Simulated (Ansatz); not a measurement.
The reference is MgO (space group P4_2/mnm, No. 136; a = 5.5103 Å, c = 3.2763 Å; a hypothetical phase, not in the database extracts checked).

Perturbation: every lattice vector is shortened by 1.76 %; the atoms relax in the strained cell.

Levels (all Ansatz, a quantum-chemistry and plane-wave program, PAW): PBEsol (420 eV, spin-orbit coupling left out); r2SCAN (500 eV, no spin-orbit coupling); HSE06 (420 eV, no spin-orbit coupling).

At the geometry relaxed with PBEsol, these levels gave the following band gaps, in shuffled order: (a) 5.36 eV, (b) 3.61 eV, (c) 4.39 eV.

Q: Match each gap to its level.

A: (a) HSE06; (b) PBEsol; (c) r2SCAN.

Single points use the geometry relaxed with PBEsol. The hybrid gap comes from the SCF mesh plus the semilocal run's edge points and a few special points and is an upper bound. Whether these cells are dynamically stable was not tested.
